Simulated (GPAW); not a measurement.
A relaxation of cell and atoms of CaGaSiH (P3m1, 4 atoms in the cell) with GPAW.

Method of the run: PBEsol, GPAW PAW datasets PBEsol (made by gpaw-setup) (plane waves; GPAW).

```
CaGaSiH
1.0
    4.09110     0.00000     0.00000
   -2.04555     3.54300     0.00000
    0.00000     0.00000     4.76280
Ca Ga Si H
1 1 1 1
Direct
  0.00000   0.00000   0.00000
  0.66667   0.33333   0.55680
  0.33333   0.66667   0.43370
  0.66667   0.33333   0.92500
```

Reference input (self-consistent single point, DFT PBEsol, plane waves, GPAW PAW datasets PBEsol (made by gpaw-setup)): mode = pw; ecut = 850 eV; xc = PBEsol; kpts = 6 6 5; mesh shift (steps) = 0 0 0; occupations.name = fermi-dirac; occupations.width = 0.02 eV; nbands = -8; convergence.forces = 0.001 eV/Å; convergence.bands = -6; symmetry.symmorphic = false; symmetry.tolerance = 0.0005. This run's input differs from it in these lines:

```diff
@@ -1,2 +1,4 @@
 from ase import Atoms
+from ase.filters import FrechetCellFilter
+from ase.optimize import LBFGS
 from ase.units import GPa
@@ -19,3 +21,3 @@
             nbands=-8,
-            convergence={'forces': 0.001, 'bands': -6},
+            convergence={'forces': 0.001, 'density': 1e-05, 'bands': -6},
             symmetry={'symmorphic': False, 'tolerance': 0.0005},
@@ -25,2 +27,10 @@
 atoms.calc = calc
+
+target = FrechetCellFilter(atoms)
+
+opt = LBFGS(target, logfile='-')
+converged = opt.run(fmax=0.02, steps=40)
+print('Relaxation converged:', converged)
+print('Cell:', atoms.cell.cellpar().round(4))
+print(atoms.get_scaled_positions().round(5))
```

Output (repeated stretches shortened):

```
     iter     time        total  log10-change:
                         energy   eigst   dens  force
iter:   1 --:--:--   -16.413431   +0.58
iter:   2 --:--:--   -16.496265   -0.10  -1.01
iter:   3 --:--:--   -16.276804   -0.49  -1.04
iter:   4 --:--:--   -16.291413   -0.87  -1.35
iter:   5 --:--:--   -16.270669   -1.83  -1.67
iter:   6 --:--:--   -16.269282   -2.16  -1.94
iter:   7 --:--:--   -16.264897c  -2.63  -2.26
iter:   8 --:--:--   -16.264500c  -3.54  -2.59
iter:   9 --:--:--   -16.264504c  -4.01  -2.99
iter:  10 --:--:--   -16.264393c  -4.33  -3.05
iter:  11 --:--:--   -16.264392c  -4.35  -3.55
   [... lines left out ...]
iter:  14 --:--:--   -16.264382c  -6.99  -4.06
iter:  15 --:--:--   -16.264382c  -7.18  -4.13
iter:  16 --:--:--   -16.264382c  -7.59c -4.20
iter:  17 --:--:--   -16.264382c  -6.86  -4.30
iter:  18 --:--:--   -16.264382c  -7.30  -4.36
iter:  19 --:--:--   -16.264382c  -8.45c -4.51
iter:  20 --:--:--   -16.264382c  -7.52c -4.53
iter:  21 --:--:--   -16.264382c  -9.01c -4.69
iter:  22 --:--:--   -16.264382c  -8.89c -4.72
iter:  23 --:--:--   -16.264382c  -9.41c -4.92
iter:  24 --:--:--   -16.264382c  -8.60c -4.96
iter:  25 --:--:--   -16.264382c  -9.48c -5.20c
iter:  26 --:--:--   -16.264382c  -9.43c -5.26c -3.88c
Converged after 26 iterations.

Dipole moment: (0.116257, -0.067121, 0.974354) |e|*Ang

Energy contributions relative to reference atoms: (reference = -79215.929096)

Kinetic:        +26.544860
Potential:      -20.653568
External:        +0.000000
XC:             -21.583222
Entropy (-ST):   -0.000000
Local:           -0.572452
SIC:             +0.000000
--------------------------
Free energy:    -16.264382
Extrapolated:   -16.264382

Showing only first 2 kpts
 Kpt  Band  Eigenvalues  Occupancy
  0     7      4.87311    2.00000
  0     8      4.87315    2.00000
  0     9      6.75535    0.00000
  0    10      8.55764    0.00000

  1     7      5.02583    2.00000
  1     8      5.02587    2.00000
  1     9      6.99607    0.00000
  1    10      7.78072    0.00000

Fermi level: 5.69763

Gap: 0.409 eV
Transition (v -> c):
   [... lines left out ...]
Direct gap: 1.285 eV
Occupation numbers: Fermi-Dirac:
Atomic positions and initial magnetic moments
Free energy:    -16.265958
Fermi level: 5.70822
Gap: 0.403 eV
Direct gap: 1.287 eV
Occupation numbers: Fermi-Dirac:
Atomic positions and initial magnetic moments
Free energy:    -16.273529
   [... lines left out ...]
  2 Si   -0.00000    0.00000    0.01169
  3 H     0.00000   -0.00000   -0.01070

LBFGS:   12 --:--:--      -16.280965        0.011387
Relaxation converged: True
Cell: [  4.0829   4.0829   4.6377  90.      90.     120.    ]
[[0.      0.      0.99348]
 [0.66667 0.33333 0.55343]
 [0.33333 0.66667 0.42963]
 [0.66667 0.33333 0.93891]]
Energy (eV): -16.280963
Stress (GPa, Voigt): [ 0.0774  0.0774  0.1045 -0.      0.      0.    ]
```

The run converged. GPAW prints stress with tension positive. 

Summary of the result:
```
Property                                                                                                                         Value
-------------------------------------------------------  -----------------------------------------------------------------------------
Free energy E − TS (from the program's reference atoms)                                                                    -16.2810 eV
Top of the valence band (on the code's own zero)                                                                               5.83 eV
Gap on the k-point mesh                                                                                                        0.32 eV
Pressure                                                                                                                     -0.09 GPa
Largest force (vector length)                                                                                               0.012 eV/Å
Final cell                                               a = 4.0829 Å, b = 4.0829 Å, c = 4.6377 Å, α = 90.00°, β = 90.00°, γ = 120.00°
Final volume per atom                                                                                                         16.74 Å³
Relaxation steps                                                                                                                    12
```

The starting cell comes from a database of computed structures (which also holds hypothetical and non-ambient phases and stackings), without a prior relaxation at this level. The relaxation keeps the symmetry of its start, so its end need not be a minimum.

Cost on one core of a shared machine: roughly 10 min.
